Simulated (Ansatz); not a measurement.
**Competing hops of interstitial Mg in zinc-blende AlP, charge state +2**

Defect: interstitial Mg in zinc-blende AlP, charge state +2. Calculation: PBE, PAW (plane waves to 420 eV; Ansatz, a program for electronic structure).

64-site cell at the relaxed PBE lattice, a 2×2×2 k-point mesh shifted by half a step, smearing 0.01 eV, spin-restricted, no finite-size correction. No zero-point or tunnelling terms. The charge state is imposed; whether it is stable for some Fermi level was not computed. Sites that were not tried may lie lower.

Barriers: single points on a 3×3×3 k-point mesh shifted by half a step at the bands' geometries.

| Route | Start site over the lowest site run (eV) | Hop (Å) | Forward barrier (eV) | Backward barrier (eV) | Neighbours at the start | Neighbours at the saddle | Saddle order | Forward, on the band's own sampling (eV) |
|---|---|---|---|---|---|---|---|---|
| a direct jump of one Mg atom | 0.00 | 2.38 | 1.13 | 0.81 | 6 Al at 2.89; 4 P at 2.44 Å | 3 Al at 2.60; 3 P at 2.39 Å | not checked, on a symmetry element | 1.13 |
| a concerted move, in which Al travels most | 0.32 | 2.55 | 1.63 | 0.97 | Mg at 2.63; P at 2.29, 3 P at 2.46 Å | Al at 2.80, Al at 2.82; Mg at 2.89; P at 2.25, P at 2.31, P at 2.51 Å | not checked | 1.63 |

Paths come from climbing-image nudged elastic band runs. Of the routes that converged and passed our checks, the lowest saddle point lies 1.13 eV above the lowest of the sites run (a direct jump of one Mg atom); other sites, such as split forms, and other routes may lie lower. A band can be held on a symmetry element, so unchecked saddle points there may be too high. A further band (a concerted move, in which Al travels most, 2.54 Å) gave 1.95 eV forward on its own sampling, 1.95 eV above the lowest site run, but a shoulder points to a second hump between its images, so it is not taken as a result.
